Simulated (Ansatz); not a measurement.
A self-consistent single point of a (111) slab of LaAl2 (cut from a parent of space group no. 227; 12 atoms in the cell) with Ansatz (an electronic-structure program).

Method: PBEsol, default PAW files made with PBE (plane waves; Ansatz).

```
Al2La
1.0
    5.71928     0.00000     0.00000
    2.85964     4.95304     0.00000
    0.00000     0.00000    21.58831
Al La
8 4
Direct
  0.65328   0.65328   0.35129
  0.81995   0.81995   0.45944
  0.81995   0.31995   0.45944
  0.31995   0.81995   0.45944
  0.98662   0.98662   0.56759
  0.15328   0.15328   0.67575
  0.15328   0.65328   0.67575
  0.65328   0.15328   0.67575
  0.31995   0.31995   0.37833
  0.98662   0.98662   0.32425
  0.65328   0.65328   0.59464
  0.31995   0.31995   0.54056
```

Reference input (self-consistent single point, DFT, PBEsol, plane waves, default PAW files made with PBE): basis.ecutwfc = 420 eV; kpoints.mp_grid.grid = 6 6 1; hamiltonian.xc = pbesol; hamiltonian.pseudopotentials = {kind: paw} (the program's default PAW files); scf.occupations.method = fermi_dirac; scf.occupations.width = 0.1 eV. This run's input differs from it in these lines:

Ansatz 0.2 input:
```diff
@@ -20,3 +20,3 @@
 basis:
-  ecutwfc: 420.0
+  ecutwfc: 355.0
 kpoints:
```

The program printed (abridged):

```
SCF iter   1: F=—  HF=-28843.204411 eV  |F-HF|=—  |Δ(HF+E_count)|=         —  Δρ=5.74e-3  dr2=8.03e0  ethr=1.77e-3  ⟨swp⟩=7.7  Hψ=1911  notcnv=0
all-band conjugate gradients solve this SCF's bands
preconditioner: auto → LDOS
SCF iter   2: F=—  HF=-28842.971161 eV  |F-HF|=—  |Δ(HF+E_count)|=   2.33e-1  Δρ=2.04e-3  dr2=2.49e-1  ethr=1.77e-3  ⟨swp⟩=5.3  Hψ=653  notcnv=0
   [... lines left out ...]
SCF iter   6: F=—  HF=-28842.961513 eV  |F-HF|=—  |Δ(HF+E_count)|=   5.33e-5  Δρ=4.64e-5  dr2=4.08e-5  ethr=7.96e-7  ⟨swp⟩=2.0  Hψ=551  notcnv=0
SCF iter   7: F=—  HF=-28842.961671 eV  |F-HF|=—  |Δ(HF+E_count)|=   1.58e-4  Δρ=1.73e-5  dr2=4.87e-6  ethr=6.00e-8  ⟨swp⟩=3.3  Hψ=595  notcnv=0
SCF iter   8: F=—  HF=-28842.961671 eV  |F-HF|=—  |Δ(HF+E_count)|=   2.15e-7  Δρ=6.30e-6  dr2=5.33e-7  ethr=7.16e-9  ⟨swp⟩=2.1  Hψ=575  notcnv=0
SCF iter   9: F=-28842.961671 eV  HF=-28842.961671 eV  |F-HF|=4.10e-8  |Δ(HF+E_count)|=   5.64e-8  Δρ=1.96e-6  dr2=6.76e-8  ethr=1.47e-10  ⟨swp⟩=16.0  Hψ=1966  notcnv=0
SCF 1 converged in 9 iterations: F = -28842.961671 eV  dr2 = 6.76e-8
Free energy (F): -28842.961671 eV
Internal energy: -28842.623746 eV  (E = F + TS)
E sigma→0 (E₀):  -28842.792709 eV
Entropy (-TS):   -0.337925 eV (-28.160 meV/atom)
Fermi energy:    2.300804 eV
--- Forces (eV/Å), atoms counted from 1 ---
  atom   1  Al     0.00000000    -0.00000000    -0.04759347
  atom   2  Al     0.02756907     0.01591701    -0.19039411
  atom   3  Al     0.00000000    -0.03183403    -0.19039411
  atom   4  Al    -0.02756907     0.01591701    -0.19039411
  atom   5  Al    -0.00000000     0.00000000     0.14909525
  atom   6  Al     0.07379646     0.04260640    -0.24743033
  atom   7  Al     0.00000000    -0.08521281    -0.24743033
  atom   8  Al    -0.07379646     0.04260640    -0.24743033
   [... lines left out ...]
  atom  12  La    -0.00000000     0.00000000    -0.06536778
--- Stress (GPa, compression-positive) ---
       -1.853051       0.000000       0.000000
       -0.000000      -1.853051      -0.000000
       -0.000000      -0.000000      -0.751173
  P = ⅓ Tr σ = -1.4858 GPa (-14.858 kbar)
  The stress holds the Pulay correction. Without it, at fixed plane waves, as pw.x and ABINIT print it: P = -1.6189 GPa
```

The run converged in 9 iterations. Against the reference run the free energy goes up by 4.6 meV/atom and the largest force hardly changes (0.683 to 0.682 eV/Å).

The starting cell comes from a database of computed structures (which also holds hypothetical and non-ambient phases and stackings), without a prior relaxation at this level. The slab is cut from that crystal, and its faces are unrelaxed. Its lattice was rescaled by up to half a per cent. The two faces of this cut differ, and no dipole correction was used. The cutoff lies below the one recommended for these files.
